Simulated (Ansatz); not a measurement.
Take BN in the zinc blende structure (space group F-43m, No. 216; a = 3.625 Å) as the base.

All numbers come from PBE (Ansatz, a program for electronic structure; PAW; 420 eV plane waves; scalar-relativistic without spin-orbit coupling).

Modification: full substitution B → Al, then cell and atoms are relaxed.

Measured band gap: BN 6.2 eV (room temperature; as listed in arXiv:1206.3780); AlN 5.34 eV (temperature not stated; as listed in Daiki Deguchi et al., Japanese Journal of Applied Physics (2016)).

Question: How well does PBE reproduce the measured shift?

Answer: With PBE the band gap moves by -1.15 eV (4.46 → 3.31) against -0.86 eV measured.

Whether these cells are dynamically stable was not tested. This is not the structure that AlN has at room temperature and ambient pressure.
